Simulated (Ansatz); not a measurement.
Base system: BaZrO3 in the cubic perovskite structure (space group Pm-3m, No. 221; a = 4.227 Å).

Calculations: Kohn–Sham DFT with the PBE functional, run in Ansatz (a program for electronic structure) with PAW and 420 eV plane waves, without spin-orbit coupling.

Before the change:

| Property | Value |
|---|---|
| Band gap | 3.18 eV |
| Smallest direct gap | 3.40 eV |
| Pressure | 0.1 kbar |

It is then changed as follows: the cell is scaled by 1.0180 in all directions; the atoms relax in the strained cell.

### Question
Estimate the effect on the band gap.

### Answer
The band gap falls by 0.13 eV to 3.05 eV.

### Question
What happens to the smallest direct gap?

### Answer
The smallest direct gap falls by 0.08 eV, from 3.40 eV to 3.32 eV.

### Question
How does this affect the energy relative to the base?

### Answer
The energy grows by 19 meV/atom.

### Question
Estimate the effect on the pressure.

### Answer
The pressure falls by 71.13 kbar, from 0.1 kbar to -71.1 kbar.

Semilocal Kohn–Sham gaps tend to fall short of experiment. No phonon test of stability was made.
